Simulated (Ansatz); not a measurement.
Data:

```
CELL_PARAMETERS angstrom
      2.58163     0.00000     0.00000
     -1.29082     2.23576     0.00000
      0.00000     0.00000     6.81312
ATOMIC_POSITIONS crystal
  B  0.66667 0.33333 0.75000
  B  0.33333 0.66667 0.25000
  N  0.33333 0.66667 0.75000
  N  0.66667 0.33333 0.25000
```

No spin polarisation.

The values are results of PBE-D3(BJ) in Ansatz (plane waves to 420 eV, PAW, scalar-relativistic without spin-orbit coupling), not measurements. Settings: 15×15×5 k-points, 0.05 eV Fermi–Dirac smearing.

Q: Predict the pressure and space group.

A: The pressure (mean of the normal stresses, compression positive) comes out as -18.28 GPa and the space group is P6_3/mmc (No. 194).

The cells carry an imposed strain or load. Stability against distortions was not tested. The cell was made from BN (space group P6_3/mmc, No. 194; layered, stacked along the Cartesian z axis) by this change: isotropic strain +3.00 %.

Ansatz is an electronic-structure program.
